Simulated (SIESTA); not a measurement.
A self-consistent single point of PtAl2 (Fm-3m, 3 atoms in the cell) with SIESTA.

Level of theory: SIESTA with GGA PBE with spin-orbit coupling, numerical atomic orbitals DZP, PseudoDojo PBE fully relativistic norm-conserving potentials (rewritten from UPF to PSML).

```
CELL_PARAMETERS angstrom
      0.00000     2.97628     2.97628
      2.97628     0.00000     2.97628
      2.97628     2.97628     0.00000
ATOMIC_POSITIONS crystal
  Al 0.25000 0.25000 0.25000
  Al 0.75000 0.75000 0.75000
  Pt 0.00000 0.00000 0.00000
```

Reference input (self-consistent single point, DFT, GGA PBE, numerical atomic orbitals DZP, PseudoDojo PBE standard norm-conserving potentials (rewritten from UPF to PSML)): XC.functional = GGA; XC.authors = PBE; potentials = PseudoDojo PBE standard; PAO.BasisSize = DZP; PAO.EnergyShift = 0.01 Ry; MeshCutoff = 350 Ry; kgrid.MonkhorstPack = 7 7 7; OccupationFunction = FD; ElectronicTemperature = 100 meV; MaxSCFIterations = 150; SCF.Mixer.Method = Pulay; SCF.Mixer.Weight = 0.25. This run's input differs from it in these lines:

```diff
@@ -1,2 +1,2 @@
-# files in the folder: Al.psml Pt.psml (PseudoDojo PBE standard)
+# files in the folder: Al.psml Pt.psml (PseudoDojo PBE fully relativistic)
 SystemName  PtAl2
@@ -35,2 +35,8 @@
 ElectronicTemperature        100.0 meV
+Spin                         spin-orbit
+%block DM.InitSpin
+  1 0.00 0.00 0.00
+  2 0.00 0.00 0.00
+  3 0.00 0.00 0.00
+%endblock DM.InitSpin
```

Output (repeated stretches shortened):

```
        iscf     Eharris(eV)        E_KS(eV)     FreeEng(eV)     dDmax    Ef(eV) dHmax(eV)
   scf:    1    -3609.410832    -3665.578250    -3665.639039  0.653004 -2.866435 26.039931
     spin moment: {S} , |S| = {    0.00000   -0.00000   -0.00000 }     0.00000
   scf:    2    -3687.435242    -3684.165511    -3684.212008  0.163034 -4.096736  1.243798
     spin moment: {S} , |S| = {   -0.00000   -0.00000   -0.00000 }     0.00000
   scf:    3    -3684.264647    -3684.251010    -3684.296650  0.008976 -4.050205  0.200449
     spin moment: {S} , |S| = {   -0.00000   -0.00000    0.00000 }     0.00000
   [... lines left out ...]
     spin moment: {S} , |S| = {   -0.00000    0.00000   -0.00000 }     0.00000
   scf:    6    -3684.258482    -3684.262074    -3684.307541  0.000929 -4.060814  0.030724
     spin moment: {S} , |S| = {   -0.00000    0.00000    0.00000 }     0.00000
   scf:    7    -3684.262490    -3684.262085    -3684.307561  0.000089 -4.061296  0.015943
     spin moment: {S} , |S| = {   -0.00000    0.00000    0.00000 }     0.00000
   scf:    8    -3684.262522    -3684.262084    -3684.307568  0.000094 -4.061813  0.000652
     spin moment: {S} , |S| = {    0.00000    0.00000   -0.00000 }     0.00000
SCF Convergence by DM+H criterion
max |DM_out - DM_in|         :     0.0000942690
max |H_out - H_in|      (eV) :     0.0006519464
SCF cycle converged after 8 iterations

Using DM_out to compute the final energy and forces

siesta: E_KS(eV) =            -3684.2621

siesta: E_KS - E_eggbox =     -3684.2621

siesta: Atomic forces (eV/Ang):
     1   -0.000071   -0.000071   -0.000071
     2    0.000071    0.000071    0.000071
     3    0.000000   -0.000000   -0.000000
   Tot    0.000000   -0.000000    0.000000
   Max    0.000071
   Res    0.000058    sqrt( Sum f_i^2 / 3N )
   Max    0.000071    constrained

Stress tensor Voigt[x,y,z,yz,xz,xy] (kbar):       22.04       22.04       22.04       -0.05       -0.05       -0.05
(Free)E + p*V (eV/cell)    -3685.0329
Target enthalpy (eV/cell)    -3684.3076

   [... lines left out ...]
siesta: FreeEng =     -3684.307568
   [... lines left out ...]
siesta:     0.013756   -0.000032   -0.000032
siesta:    -0.000032    0.013756   -0.000032
siesta:    -0.000032   -0.000032    0.013756

siesta: Cell volume =         52.729008 Ang**3

siesta: Pressure (static):
siesta:                Solid            Molecule  Units
siesta:          -0.00014983         -0.00014987  Ry/Bohr**3
siesta:          -0.01375645         -0.01376046  eV/Ang**3
siesta:         -22.04026377        -22.04668634  kBar
```

The run converged in 8 iterations. Against the reference run the pressure goes from 0.03 to -2.20 GPa.

The starting cell has typed, rounded lattice constants, without a prior relaxation at this level. Its lattice was rescaled by a random factor within 2.5 % of one. Values carry the incompleteness of an atom-centred basis.

Cost on one core of a shared machine: roughly 70 s.
